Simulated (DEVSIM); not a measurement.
Structure: abrupt GaAs n-p junction, at 300 K.

```tsv
layer (left to right)	material	thickness (μm)	Nd (cm⁻³)	Na (cm⁻³)	τn (s)	τp (s)
1	GaAs	99.0	2e17	-	4e-10	4e-10
2	GaAs	38.0	-	4.8e14	4e-10	4e-10
```

Left contact: ohmic. Right contact: ohmic. Voltage is applied to the left contact. Recombination: SRH at mid-gap, Auger. Mobility is μmin + (μ − μmin)/(1 + (N/Nref)^α).

The device is made up for the run: typed textbook-type constants, with dimensions and the other settings drawn at random. Values at 300 K.

| parameter | GaAs |
|---|---|
| gap (eV) | 1.424 |
| affinity (eV) | 4.07 |
| permittivity | 12.9 |
| Nc (cm⁻³) | 4.7e17 |
| Nv (cm⁻³) | 9e18 |
| μn (cm²/Vs) | 8500 |
| μp (cm²/Vs) | 400 |
| μn,min | 500 |
| μp,min | 20 |
| Nref,n | 6e16 |
| Nref,p | 1.5e17 |
| αn | 0.39 |
| αp | 0.38 |
| Cn (cm⁶/s) | 1e-30 |
| Cp (cm⁶/s) | 1e-30 |

Simulated with DEVSIM: 1D drift-diffusion, Boltzmann statistics, complete ionisation; no tunnelling, impact ionisation, image-force lowering or self-heating.

The minority lifetime in layer 2 was swept, all else fixed.

```json
[
 {"minority lifetime in layer 2 (s)": "1.2e-11", "dark forward voltage at 1 A/cm² (V)": "0.953"},
 {"minority lifetime in layer 2 (s)": "4e-11", "dark forward voltage at 1 A/cm² (V)": "0.973"},
 {"minority lifetime in layer 2 (s)": "1.2e-10", "dark forward voltage at 1 A/cm² (V)": "0.989"},
 {"minority lifetime in layer 2 (s)": "4e-10", "dark forward voltage at 1 A/cm² (V)": "1.002"},
 {"minority lifetime in layer 2 (s)": "1.2e-9", "dark forward voltage at 1 A/cm² (V)": "1.011"},
 {"minority lifetime in layer 2 (s)": "4e-9", "dark forward voltage at 1 A/cm² (V)": "1.006"},
 {"minority lifetime in layer 2 (s)": "1.2e-8", "dark forward voltage at 1 A/cm² (V)": "0.993"}
]
```

From the first row to the last the dark forward voltage at 1 A/cm² goes from 0.953 to 0.993.
